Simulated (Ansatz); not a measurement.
Softest phonon (cm⁻¹; i marks imaginary) of cubic perovskite KCaF$_{3}$ at the wave vectors of a 2×2×2 supercell: harmonic, and from the free-energy Hessian of the stochastic self-consistent harmonic approximation. Ansatz (a first-principles code), plane waves, PAW; each cell fixed at the static size of its functional, times the isotropic strain in length where given. The cell was generated from a structure type, relaxed within its symmetry, and need not be the phase found at ambient conditions. Melting and other phases are not modelled, and a real frequency shows local stability alone: a distorted phase can still lie lower.

```tsv
run	V (Å³/atom)	harmonic	300 K	600 K
PBEsol	17.12	(withheld)	(withheld)	17i ± 16.3
PBEsol, strained 1.0 %	17.64	88i	19i ± 1.3	16 ± 4.6
```

### Question
Complete the blanks.

### Answer

- PBEsol, harmonic: 97i
- PBEsol, 300 K: 28i ± 2.1
